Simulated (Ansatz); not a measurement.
Base system: TaAl3 (space group I4/mmm, No. 139; a = 3.8293 Å, c = 8.5037 Å; relaxed with 0.1 eV smearing). Axes: x, y, z lie along a, b, c of the conventional cell.

Level of theory: PBEsol (Ansatz, an electronic-structure program; PAW; 420 eV plane waves; no SOC).

Strains are applied to the cell and any free atomic positions relax; under stress the whole cell relaxes.

One change was made to it. Results:

```csv
quantity,base,after
energy relative to the base (free energy F),0 meV/atom,+0.2 meV/atom
shortest interatomic distance,270.8 pm,270.4 pm
```

Question: Name the change that was made.
A. uniaxial strain ε_xx = +1.35 %
B. uniaxial strain ε_xx = −2.84 %
C. uniaxial stress, 1 GPa compression along x
D. uniaxial strain ε_yy = −1.65 %

Answer: C, uniaxial stress, 1 GPa compression along x. For comparison, the energy relative to the base in the other runs: uniaxial strain ε_xx = −2.84 % gives +11 meV/atom; uniaxial strain ε_xx = +1.35 % gives +2.2 meV/atom; uniaxial strain ε_yy = −1.65 % gives +3.5 meV/atom.

Stability under load was not tested beyond the relaxation. The final runs are not spin-polarised.
